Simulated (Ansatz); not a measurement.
Candidates (primitive cells; geometry: cell and atoms relaxed with PBEsol):
A. SnS (Pnma), a = 11.098 Å, b = 3.985 Å, c = 4.232 Å, α = β = γ = 90.00°
B. CdS (P6_3mc), a = b = 4.1243 Å, c = 6.7092 Å, α = β = 90.00°, γ = 120.00°
C. CaTiO3 (Pm-3m), a = b = c = 3.8410 Å, α = β = γ = 90.00°
D. KF (Fm-3m), a = 3.752 Å, b = 3.752 Å, c = 3.752 Å, α = 60.00°, β = 60.00°, γ = 60.00°

Question: Order them by Seebeck coefficient, p-type 1e19 cm⁻³ (highest first) at the level PBEsol, rigid bands (Ansatz, a quantum-chemistry and plane-wave program).

Answer: D (704 μV/K), C (509 μV/K), B (384 μV/K), A (252 μV/K)

Seebeck coefficients are for the stated density at 300 K, with one relaxation time for all states and whether or not that doping can be reached. Spin-orbit coupling is left out.

CaTiO3 (Pm-3m): a high-temperature phase held by its symmetry.
